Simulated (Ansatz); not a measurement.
**ZnS: band gap against strain**

ZnS (wurtzite, P6_3mc, 20.185 Å³/atom at rest, c along z) under an equal strain ε along all three axes. PBE in Ansatz, a plane-wave DFT program (PAW, default set), 420 eV, 10×10×5 Γ-centred mesh, Fermi-Dirac smearing 0.05 eV; ions are relaxed within the symmetry of each cell. Gaps are the smallest over the k-mesh and a band path, without spin-orbit coupling; in all rows the valence edge lies at Γ and the conduction edge at Γ.

Here s stands for strain and Eg for gap.

```
strain (%)  gap (eV)
----------  --------
0.00           2.079
0.60           1.999
1.20           1.922
1.80           1.846
3.00               ?
```

### Question
Fit Eg against s with a straight line, and predict the withheld value at s = 3.00.

### Answer
Means: s 0.90000, Eg 1.9615. About the means, the sum of products is -0.23280 and the sum of squares of s is 1.8000; the slope is their ratio. Least squares gives Eg = 2.0779 - 0.12933·s. Residuals (row less fit): 0.0011, -0.0013, -0.0007, 0.0009; standard error 0.0014 (degrees of freedom: 2). Over these rows the gap moves by -13 ± 0.1 eV per unit strain, or -4.3 eV per unit of ln V. At the withheld row, Eg = 2.0779 - 0.12933 × 3.0 = 1.6899 eV. The calculation gives 1.697 eV, 0.0071 eV above the prediction (1.9 % of the range of Eg in the table). The row lies outside the fitted rows, so this is an extrapolation. From the scatter of the fitted rows alone, a prediction at this place has a standard error of 0.0028 eV, so the miss is 2.5 times that.

One order more, fitted to all 6 runs of the series, follows each within 0.001, so the miss is the next term of a smooth law. ZnS is here the high-temperature form. Rows are the converged runs of the series near zero and its far end; series whose fitted rows scatter by over a few per cent of the range, as at a crossing or softening among them, aren't shown in this form. Most that stay on the fit to the last digits aren't either.
